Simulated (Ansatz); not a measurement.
Start from HfO2 in the CdI2 type structure (space group P-3m1, No. 164; a = 3.208 Å, c = 4.515 Å; a hypothetical phase, not in the database extracts checked; layered, stacked along the Cartesian z axis).

It is then changed as follows: cell and atoms relaxed at a pressure of 1.8 GPa.

Levels (all Ansatz, a first-principles code, PAW): PBEsol-D3(BJ) (420 eV, spin-orbit coupling left out); r2SCAN (500 eV, without spin-orbit coupling); HSE06 (420 eV, no spin-orbit coupling).

One geometry, relaxed with PBEsol-D3(BJ), under each level:

| level | band gap | lowest conduction level above the VBM at special points |
|---|---|---|
| PBEsol-D3(BJ) | 4.22 eV | M 4.22 eV; K 4.25 eV; A 4.87 eV; L 4.93 eV |
| r2SCAN | 4.78 eV | M 4.78 eV; K 4.81 eV; A 5.47 eV; L 5.52 eV |
| HSE06 | (withheld) | (withheld) |

Problem. Give the withheld HSE06 results.

Solution. 
- HSE06, band gap: 5.91 eV
- HSE06, lowest conduction level above the VBM at special points: M 5.91 eV; K 5.99 eV; A 6.65 eV; Γ 6.84 eV

Single points use the geometry relaxed with PBEsol-D3(BJ). Their cutoffs differ, which shifts pressures a little. The hybrid gap comes from the SCF mesh plus the semilocal run's edge points and a few special points and is an upper bound. With Hf present, leaving out spin-orbit coupling can change the band edges. Load acts through the strain it causes; cell and atoms are relaxed under it. No phonon test of stability was made.
